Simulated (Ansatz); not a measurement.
Consider HfC in the rock salt structure (space group Fm-3m, No. 225; a = 4.652 Å).

(Cell as relaxed with PBE.)

Levels (all Ansatz, a quantum-chemistry and plane-wave program, PAW): PBE (420 eV, no SOC); r2SCAN (500 eV, no spin-orbit coupling).

Each level relaxes its own structure.

| base | PBE | r2SCAN |
|---|---|---|
| volume per atom | 12.58 Å³ | 12.49 Å³ |
| lattice parameter a | 4.652 Å | 4.641 Å |
| band gap | zero | zero |

The change: cell and atoms relaxed at a pressure of 9 GPa.

```tsv
quantity	PBE	r2SCAN
shortest interatomic distance	2.298 Å	2.294 Å
band gap	zero	zero
```

PBE's shortest interatomic distance lies 0.004 Å above r2SCAN's (0.2 %); the two agree on the band gap. Neither level is exact; r2SCAN is the comparison here, not a measurement.

Load acts through the strain it causes; cell and atoms are relaxed under it. No phonon test of stability was made. No other phases were tried under pressure. All final runs are without spin polarisation.
